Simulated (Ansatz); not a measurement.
Input:

```xyz
4
Lattice="3.3373 0.0000 0.0000 -1.6687 2.8902 0.0000 0.0000 0.0000 5.0276" Properties=species:S:1:pos:R:3 pbc="T T T"
Zn     0.0000     1.9268    -0.0556
Zn     1.6687     0.9634     2.4582
O      0.0000     1.9268     1.9410
O      1.6687     0.9634     4.4548
```

The numbers are results of r2SCAN with spin-orbit coupling, rigid bands (plane waves, PAW; Ansatz, a first-principles code), not measurements. Condition of this run: biaxial stress in the c plane of -6.6 GPa (compression positive) (the target of the relaxation). How the cell was made: cell and atoms relaxed with PBEsol, then loaded as said.

Problem. What conductivity effective mass do dilute electrons have at 300 K?

Solution. 0.197 (x), 0.197 (y), 0.21 (z) mₑ.

Problem. Predict the hole conductivity mass (n e² τ/σ) at 300 K, by direction if it differs.

Solution. 1.68 (x), 1.68 (y), 3.3 (z) mₑ.

Problem. And the band gap?

Solution. 1.24 eV at this level; semilocal functionals usually fall short of the measured gap.

Rigid bands, one relaxation time for all states, no polarons. Geometry: cell and atoms relaxed with PBEsol.
